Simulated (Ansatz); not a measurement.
**ZrB2 under a change: isotropic strain +1.00 %**

Take ZrB2 (space group P6/mmm, No. 191; a = 3.155 Å, c = 3.506 Å; relaxed with 0.1 eV smearing) as the base.

Perturbation: the cell is scaled by 1.0100 in all directions, atoms relaxed at fixed cell.

Calculations: PBEsol (Ansatz, a quantum-chemistry and plane-wave program), no SOC. Γ-centred 21×21×17 mesh, Fermi–Dirac width 0.1 eV.

```tsv
quantity	base	changed	shift
volume per atom	10.08 Å³	10.38 Å³	+0.305 Å³
space group	P6/mmm (No. 191)	P6/mmm (No. 191)	–
energy relative to the base (free energy F)	0 meV/atom	+6.9 meV/atom	+6.9 meV/atom
pressure (mean of the normal stresses, compression positive)	0.0 GPa	-7.1 GPa	-7.1 GPa
band gap	zero	zero	–
```

Cost of the whole job for the changed cell (relaxation, final SCF and bands): about 9 core-seconds (a rough figure).

Stability against distortions was not tested. The final runs are not spin-polarised.
